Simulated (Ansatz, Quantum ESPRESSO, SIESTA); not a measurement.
# Code comparison for ZnIr (P1, 2 atoms in the cell)

Self-consistent single point, at a second geometry (atoms moved at random). First geometry:

```
CELL_PARAMETERS angstrom
      2.77718     0.00000     0.00000
     -1.38859     2.40511     0.00000
      0.00000     0.00000     4.16386
ATOMIC_POSITIONS crystal
  Zn 0.66667 0.33333 0.50000
  Ir 0.00000 0.00000 0.00000
```

Second geometry:
```
CELL_PARAMETERS angstrom
      2.77718     0.00000     0.00000
     -1.38859     2.40511     0.00000
      0.00000     0.00000     4.16386
ATOMIC_POSITIONS crystal
  Zn 0.65599 0.30970 0.49618
  Ir 0.01067 0.02363 0.00382
```

Shared settings, as Ansatz (an electronic-structure program) writes them: kpoints.mp_grid.grid = 18 18 11; scf.occupations.method = fermi_dirac; scf.occupations.width = 0.1 eV. Potentials and cutoffs stand in the table.

| code | model | ΔF from the first geometry (meV/atom) | pressure (GPa) | largest force (eV/Å) | cutoff |
|---|---|---|---|---|---|
| SIESTA | LDA PW92, numerical atomic orbitals DZP, PseudoDojo LDA standard norm-conserving potentials (rewritten from UPF to PSML) | 10.3 | -8.91 | 0.476 | grid 400 Ry |
| Ansatz | LDA (PW92), PAW files made with PBE | 9.9 | -8.72 | 0.416 | 420 eV |
| Quantum ESPRESSO | LDA (PZ), PSlibrary ultrasoft (LDA) pseudopotentials | 10.2 | -8.82 | 0.427 | 50 Ry |

Size of the force on each atom (eV/Å): Sizes of forces hide their directions.

```csv
code,Zn1,Ir2
SIESTA,0.469,0.476
Ansatz,0.416,0.416
Quantum ESPRESSO,0.427,0.427
```

On Ansatz's run: spin-orbit coupling is off. Spin polarisation is off.

The spread over the programs that give each value: ΔF from the first geometry within 0.4 meV/atom; pressure within 0.19 GPa; largest force within 0.060 eV/Å.

SIESTA uses small atom-centred bases, whose incompleteness enters pressures, forces and empty levels differently from a plane-wave cutoff. Ansatz's pressure is given at a fixed set of plane waves, as the other plane-wave codes print theirs; with its correction for the finite basis it is -8.66 GPa. The same LDA comes in different parametrisations, which differ slightly.

The starting cell comes from a database of computed structures (which also holds hypothetical and non-ambient phases and stackings), without a prior relaxation at this level. For this run, on top of that: atoms moved at random.

Keys are those of Ansatz 0.2.
